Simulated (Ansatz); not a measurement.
The reference is a 9-atom supercell of TiB2 (space group P6/mmm, No. 191) at its relaxed geometry.

```yaml
crystal:
  lattice:
    - [4.52593, -2.61304, 0.00000]
    - [0.00000, 5.22609, 0.00000]
    - [4.52593, 2.61304, 3.18495]
  atoms:
    - { symbol: Ti, position: [0.00000, 0.00000, 0.00000] }
    - { symbol: Ti, position: [0.66667, 0.33333, 0.00000] }
    - { symbol: Ti, position: [0.33333, 0.66667, 0.00000] }
    - { symbol: B, position: [0.50000, 0.83333, 0.50000] }
    - { symbol: B, position: [0.16667, 0.16667, 0.50000] }
    - { symbol: B, position: [0.83333, 0.50000, 0.50000] }
    - { symbol: B, position: [0.83333, 0.83333, 0.50000] }
    - { symbol: B, position: [0.50000, 0.16667, 0.50000] }
    - { symbol: B, position: [0.16667, 0.50000, 0.50000] }
```

All numbers come from PBEsol in Ansatz (plane waves to 420 eV, PAW, no SOC), earlier PAW set.

One neutral defect a cell, atoms relaxed at fixed cell.

One change was made to it. Results:

| quantity | base | after |
|---|---|---|
| largest displacement of a host atom from its site in the perfect cell | – | 0.04 Å |
| pressure | 0.0 GPa | 7.3 GPa |

Task: What was done to the base?
(A) B vacancy
(B) B interstitial (started 1.53 Å from the nearest host atom), symmetric start
(C) Ti vacancy, symmetric start
(D) H interstitial (started 1.59 Å from the nearest host atom)
(E) Ti interstitial (started 1.59 Å from the nearest host atom)

Result: D, H interstitial (started 1.59 Å from the nearest host atom). For comparison, the pressure in the other runs: B vacancy gives -0.7 GPa; Ti interstitial (started 1.59 Å from the nearest host atom) gives 75.4 GPa; Ti vacancy, symmetric start gives -4.6 GPa; B interstitial (started 1.53 Å from the nearest host atom), symmetric start gives 33.3 GPa.

The cell is small, so the values are those of an ordered compound at a high defect concentration; dilute-limit values will differ. The mesh was chosen for an insulator and is coarse for the gapless case. Defects with a symmetric start kept the site's symmetry and may sit on a saddle; the others started slightly shaken. All final runs are without spin polarisation.

Ansatz is a quantum-chemistry and plane-wave program.
